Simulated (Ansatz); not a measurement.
Results of revPBE (Ansatz, a program for electronic structure, plane waves, PAW) for cubic perovskite BaHfO3.

Run with plane-wave cutoff 520 eV, 8×8×8 k mesh, Fermi–Dirac smearing 0.01 eV, scalar-relativistic PAW data made under PBE.

Energies at three volumes about the minimum:

```
V (Å³/atom)  E − E_lowest (meV/atom)
-----------  -----------------------
14.851                          2.87
15.155                          0.00
15.458                          2.68
```

Q: Fit a parabola by hand: where is the minimum, what lattice constant follows, and what is the bulk modulus?

A: Slopes: (0.00 − 2.87)/(15.155 − 14.851) = -9.441 and (2.68 − 0.00)/(15.458 − 15.155) = 8.845 meV/Å³. Curvature E″ = 2 × (8.845 − (-9.441))/(15.458 − 14.851) = 60.250 meV/Å⁶. From the middle of the first interval, the slope vanishes at V0 = 15.0030 − (-9.441)/60.250 = 15.160 Å³/atom. B = V0 E″ = 15.160 × 60.250 meV/Å³ × 0.1602 GPa per meV/Å³ = 146 GPa. With 5 atoms in the cube, a = (5 × 15.160)^(1/3) = 4.232 Å. The full Birch–Murnaghan fit to all volumes gives V0 = 15.154 Å³/atom and B0 = 147 GPa.

Measured, for comparison: lattice constant a 4.171 Å (room temperature, no zero-point or thermal correction, our sources range from 4.171 to 4.180; as tabulated in Zhao et al. (2008), arXiv:0809.3506).
